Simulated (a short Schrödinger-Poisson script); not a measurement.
System: gated Al0.2Ga0.8As/GaAs δ-doped gas, at 300 K.

```tsv
layer	material	thickness (nm)	Na (cm⁻³)
1	Al0.2Ga0.8As	15	-
2	Al0.2Ga0.8As	20	-
3	GaAs	6000	2e14
```

The device is made up for the run: typed textbook-type constants, with dimensions and the other settings drawn at random. Al0.2Ga0.8As: permittivity 12.33, conduction-band edge (eV) 0.158, gap (eV) 1.673, electron mass (mₑ) 0.0836, Nv at 300 K (cm⁻³) 9e18. GaAs: permittivity 12.9, conduction-band edge (eV) 0, gap (eV) 1.424, Nv at 300 K (cm⁻³) 9e18.

Channel valleys (confinement mass, in-plane density-of-states mass, number): Γ 0.067, 0.067, 1. At the gate the conduction-band edge of layer 1 lies 0.91 eV − eVg above the Fermi level of the channel; the field vanishes at the back. Sheet of ionised δ-doping: +1.9e12 e/cm² at 15 nm from the gate. The barrier under the gate holds no holes. Gaps are held at their typed values at every temperature. Mesh 0.08 nm at interfaces.

From a short Schrödinger-Poisson script (our own, NumPy): 1D Poisson equation in equilibrium, electrons quantum, Hartree (BenDaniel-Duke, 40 states a valley, the channel's in-plane mass for all, wave functions free to enter the barrier), parabolic valleys, classical holes, full ionisation, no traps, pinning or gate leakage.

The same stack at other levels of the model or other numerical settings:

```tsv
run	sheet density of all electrons at Vg = 0.5 V (cm⁻²)	capacitance at Vg = 0.5 V (μF/cm²)	centroid of the channel electrons at Vg = 0.5 V (nm)	gate voltage at 1e11 electrons/cm² (V)	rough cost against the base
base	2.85e11	0.268	19.75	0.37	about 1
electrons treated as classical, Boltzmann	3.01e11	0.288	17.09	0.36	0.04
electrons treated as classical, Fermi-Dirac	2.98e11	0.284	17.74	0.36	0.2
electrons treated as quantum, Hartree plus LDA exchange-correlation	2.93e11	0.275	18.92	0.36	about 1
mesh six times as coarse	2.85e11	0.268	19.99	0.37	0.2
one subband a valley	2.46e11	0.229	11.71	0.39	0.3
```

The classical rows ignore confinement, and Boltzmann statistics overrate the density once the band edge passes the Fermi level.
